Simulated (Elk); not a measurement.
Worked example: self-consistent single point of YGa (Cmcm, 4 atoms in the cell) in Elk.

Method: LDA (PW92), all-electron FP-LAPW, Elk's shipped species files, APW+lo basis with extra local orbitals in Elk.

The change in words: lattice scaled by 0.98. Reference geometry:
```
CELL_PARAMETERS angstrom
      2.19303    -5.49162     0.00000
      2.19303     5.49162     0.00000
      0.00000     0.00000     4.11452
ATOMIC_POSITIONS crystal
  Y  0.86093 0.13907 0.75000
  Y  0.13907 0.86093 0.25000
  Ga 0.57424 0.42576 0.75000
  Ga 0.42576 0.57424 0.25000
```

Reference input (self-consistent single point, DFT, LDA (PW92), all-electron FP-LAPW, Elk's shipped species files, APW+lo basis with extra local orbitals): rgkmax = 7.5; swidth = 0.00367493 Ha; ngridk = 6 6 6; tforce = true; gmaxvr = 18 1/bohr; lmaxapw = 10; lmaxo = 8; nxlo = 2; lorbcnd = true; lradstp = 2; nrmtscf = 2; rmtscf = 0.97. This run's input differs from it in these lines:

```diff
@@ -43,8 +43,8 @@
 scale
-  11.17453226
+  10.95104184
 
 avec
-    0.3708628179   -0.9286876602    0.0000000000
-    0.3708628179    0.9286876602    0.0000000000
-    0.0000000000    0.0000000000    0.6958075121
+    0.3708627275   -0.9286876964    0.0000000000
+    0.3708627275    0.9286876964    0.0000000000
+    0.0000000000    0.0000000000    0.6958075807
```

Log, with long lists cut:

```
│ Self-consistent loop started │
│ Loop number : 1 │
 total energy                :     -10651.4352791
│ Loop number : 2 │
 total energy                :     -10651.4843343
RMS change in Kohn-Sham potential (target) :   0.2818164993E-01 (  0.1000000000E-05)
Absolute change in total energy (target)   :   0.4905524307E-01 (  0.1000000000E-03)
│ Loop number : 3 │
 total energy                :     -10651.4870074
RMS change in Kohn-Sham potential (target) :   0.2783144394E-01 (  0.1000000000E-05)
Absolute change in total energy (target)   :   0.1493689993E-01 (  0.1000000000E-03)
│ Loop number : 4 │
   [... lines left out ...]
Absolute change in total energy (target)   :   0.3516737925E-03 (  0.1000000000E-03)
│ Loop number : 14 │
 total energy                :     -10646.6246639
RMS change in Kohn-Sham potential (target) :   0.1717399630E-05 (  0.1000000000E-05)
Absolute change in total energy (target)   :   0.1429155327E-03 (  0.1000000000E-03)
│ Loop number : 15 │
 total energy                :     -10646.6246458
RMS change in Kohn-Sham potential (target) :   0.5839462272E-06 (  0.1000000000E-05)
Absolute change in total energy (target)   :   0.5387936835E-04 (  0.1000000000E-03)
Convergence targets achieved

│ Loop number : 16 │

Energies :
 Fermi                       :     0.250754829267
 total energy                :     -10646.6246321

Density of states at Fermi energy :    99.42311558
 (states/Hartree/unit cell)

Estimated indirect band gap :   0.1716947458E-03
 from k-point     12 to k-point     30
Estimated direct band gap   :   0.9024483667E-02
 at k-point     35

Charges :
 core                        :    92.00000000
 valence                     :    48.00000000
 interstitial                :    7.389375549
 muffin-tins (core leakage)
  species :    1 (Y)
   atom    1                 :    36.64031687     (  0.1509837191E-04)
   atom    2                 :    36.64031687     (  0.1509837191E-04)
  species :    2 (Ga)
   atom    1                 :    29.66499535     (  0.1139224831E-02)
   [... lines left out ...]
   total force               :    -0.00000000   -0.00096196    0.00000000
   total magnitude           :     0.00096196
  atom :    2
   Hellmann-Feynman          :     0.00000000    0.14023791    0.00000000
   IBS                       :    -0.00000000   -0.13927595   -0.00000000
   total force               :    -0.00000000    0.00096196    0.00000000
   total magnitude           :     0.00096196
```

The run converged in 16 iterations. The count includes the last loop, which Elk runs after its targets are met. Against the reference run the free energy goes down by 43.2 meV/atom.

The starting cell comes from a database of computed structures (which also holds hypothetical and non-ambient phases and stackings), without a prior relaxation at this level. Its lattice was rescaled by a random factor within 2.5 % of one. For this run, on top of that: lattice scaled by 0.98. Values depend on the basis (sphere radii, cutoffs, local orbitals), which need not be converged. The log's line on a gap gives a spacing of levels on this mesh, which the program prints for metals too.

Cost on one core of a shared machine: roughly 7 min.
